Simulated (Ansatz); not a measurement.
The reference is Li in the bcc (W type) structure (space group Im-3m, No. 229; a = 3.4343 Å; relaxed with 0.1 eV smearing). Axes: x, y, z lie along the cube axes.

Structures relaxed with Ansatz (a first-principles code) PBEsol, no SOC.

Base:

Simulated powder pattern, Cu Kα1, λ = 1.54056 Å (kinematic, ideal powder, no thermal factors, no anomalous dispersion; the 8 strongest lines at most, above 2 %, up to 2θ = 90°):

| 2θ (°) | I/Imax (%) | hkl |
|---|---|---|
| 36.99 | 100 | (110) |
| 53.31 | 17 | (200) |
| 66.65 | 34 | (211) |
| 78.75 | 10 | (220) |

After one change:

Simulated powder pattern, Cu Kα1, λ = 1.54056 Å (kinematic, ideal powder, no thermal factors, no anomalous dispersion; the 8 strongest lines at most, above 2 %, up to 2θ = 90°):

| 2θ (°) | I/Imax (%) |
|---|---|
| 36.90 | 100 |
| 37.18 | 49 |
| 52.76 | 8.9 |
| 53.59 | 17 |
| 66.30 | 17 |
| 66.85 | 33 |
| 78.54 | 10 |
| 89.42 | 7.1 |

**Question.** Which of these changes matches the shifts?
(A) biaxial strain +1.00 %, plane normal [001], relaxed out of plane
(B) biaxial strain +0.50 %, plane normal [001], relaxed out of plane
(C) biaxial strain −1.50 %, plane normal [001], relaxed out of plane
(D) biaxial strain −0.50 %, plane normal [001], relaxed out of plane

**Answer.** D, biaxial strain −0.50 %, plane normal [001], relaxed out of plane. Its volume per atom is 20.24 Å³ against 20.25 Å³, and its space group is I4/mmm (No. 139).

Stability against distortions was not tested.
